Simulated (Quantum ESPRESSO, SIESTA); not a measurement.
A Quantum ESPRESSO input for a self-consistent single point of ScCd₃ (P6_3/mmc, 8 atoms in the cell) (DFT, LDA (PZ), plane waves, GBRV 1.5 ultrasoft (LDA) pseudopotentials):

```fortran
&CONTROL
   calculation = 'scf'
   prefix = 'scf'
   outdir = './out'
   pseudo_dir = './'
   tprnfor = .true.
   tstress = .true.
/
&SYSTEM
   ibrav = 4
   celldm(1) = 12.007641442
   celldm(3) = 0.76288482074
   nat = 8
   ntyp = 2
   ecutwfc = 50
   ecutrho = 400
   occupations = 'smearing'
   smearing = 'gaussian'
   degauss = 0.0073499
/
&ELECTRONS
   conv_thr = 1.0d-10
/
ATOMIC_SPECIES
Sc    44.9559  sc_lda_v1.uspp.F.UPF
Cd   112.4140  cd_lda_v1.uspp.F.UPF
ATOMIC_POSITIONS {angstrom}
Sc    0.000000000    3.668581880    1.211875000
Sc    3.177085104    1.834290940    3.635625000
Cd    3.177085104    3.677019618    1.211875000
Cd    0.000000000    1.825853202    3.635625000
Cd   -1.595849848    4.589946219    3.635625000
Cd    4.772934952    0.912926601    1.211875000
Cd    1.581235256    0.912926601    1.211875000
Cd    1.595849848    4.589946219    3.635625000
K_POINTS {automatic}
4 4 5  0 0 0
```

Give the SIESTA input for the same structure, mesh, smearing and functional.

This is the input that was run; spellings and numerical settings could be chosen otherwise.

```
# files in the folder: Sc.psml Cd.psml (PseudoDojo LDA standard)
SystemName  ScCd3
SystemLabel siesta

NumberOfAtoms                8
NumberOfSpecies              2
%block ChemicalSpeciesLabel
  1 21 Sc
  2 48 Cd
%endblock ChemicalSpeciesLabel
LatticeConstant              1.0 Ang
%block LatticeVectors
     6.354170000    0.000000000    0.000000000
    -3.177085000    5.502873000    0.000000000
     0.000000000    0.000000000    4.847500000
%endblock LatticeVectors
AtomicCoordinatesFormat      Fractional
%block AtomicCoordinatesAndAtomicSpecies
     0.333333000    0.666667000    0.250000000  1
     0.666667000    0.333333000    0.750000000  1
     0.834100000    0.668200000    0.250000000  2
     0.165900000    0.331800000    0.750000000  2
     0.165900000    0.834100000    0.750000000  2
     0.834100000    0.165900000    0.250000000  2
     0.331800000    0.165900000    0.250000000  2
     0.668200000    0.834100000    0.750000000  2
%endblock AtomicCoordinatesAndAtomicSpecies

XC.functional                LDA
XC.authors                   PW92
PAO.BasisSize                TZP
PAO.EnergyShift              0.01 Ry
MeshCutoff                   300 Ry
%block kgrid.MonkhorstPack
    4   0   0  0.0
    0   4   0  0.0
    0   0   5  0.0
%endblock kgrid.MonkhorstPack
OccupationFunction           MP
OccupationMPOrder            0
ElectronicTemperature        100.0 meV

MaxSCFIterations             150
SCF.Mixer.Method             Pulay
SCF.Mixer.Weight             0.1
SCF.Mixer.History            6
SCF.DM.Tolerance             1.0E-04
Diag.ParallelOverK           true
WriteForces                  true
Charge.Mulliken              end
```

Basis, cutoffs, solver keys and any potentials are the target program's own. This input uses DFT, LDA PW92, numerical atomic orbitals TZP, PseudoDojo LDA standard norm-conserving potentials (rewritten from UPF to PSML). LDA parametrisations can differ slightly between programs.

The starting cell comes from a database of computed structures (which also holds hypothetical and non-ambient phases and stackings), without a prior relaxation at this level.
